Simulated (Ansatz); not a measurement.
Start from InP in the zinc blende structure (space group F-43m, No. 216; a = 5.9595 Å).

The values are results of PBE, PAW, 420 eV (Ansatz, an electronic-structure program; no spin-orbit coupling), not measurements.

Before the change:

| Property | Result |
|---|---|
| Valley order | Γ 0.44 eV; L along ⟨111⟩ 1.38 eV; X along ⟨100⟩ 1.85 eV |
| Electron mass | 0.037 mₑ (at Γ) |

Modification: every lattice vector is shortened by 1.50 %; the atoms relax in the strained cell.

Task: What happens to the valley order, electron mass and mean gap deformation potential ΔEg/Δln V?

Result: The valley order (the lowest conduction-band minima on the path, energy above the VBM, named in the base's zone) becomes Γ 0.69 eV; L along ⟨111⟩ 1.49 eV; X along ⟨100⟩ 1.77 eV (base: Γ 0.44 eV; L along ⟨111⟩ 1.38 eV; X along ⟨100⟩ 1.85 eV); the electron mass goes from 0.037 mₑ (at Γ) to 0.055 mₑ (at Γ); the mean gap deformation potential ΔEg/Δln V amounts to -5.5 eV.

Masses are band curvatures over ±0.01 Å⁻¹ around the edge. Gaps are Kohn–Sham eigenvalue differences; semilocal functionals usually give less than the measured gap. Stability against distortions was not tested.
